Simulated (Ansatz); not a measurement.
Coverage and cell size: O on the 1x1 (111) surface of fcc Ir, one adsorbate a cell, in each cell the lowest of the starts that converged. Energies against ½ O2(g), without dispersion, zero-point or thermal terms; small cells hold the layer to their symmetry. A negative adsorption energy means that the adsorbate is more stable on the surface than in its reference.

Method: PBE (plane waves to 420 eV, PAW; Ansatz, a program for electronic structure).

| area an adsorbate, end state | atoms | E_ads (eV) | height (Å) | Δ work function (eV) | rough cost |
|---|---|---|---|---|---|
| 6 Å², bonded to 3 Ir | 5 | -0.90 | 1.26 | … | about 100 core-seconds (a rough figure) |
| 13 Å², bonded to 3 Ir | 9 | -1.50 | 1.26 | 0.47 | about 4 core-minutes (a rough figure) |
| 26 Å², bonded to 3 Ir | 17 | … | 1.24 | 0.16 | roughly 2.7 core-minutes |

### Question
Some entries are withheld; supply them.

### Answer

- 6 Å², bonded to 3 Ir, Δ work function (eV): 0.62
- 26 Å², bonded to 3 Ir, E_ads (eV): -1.65
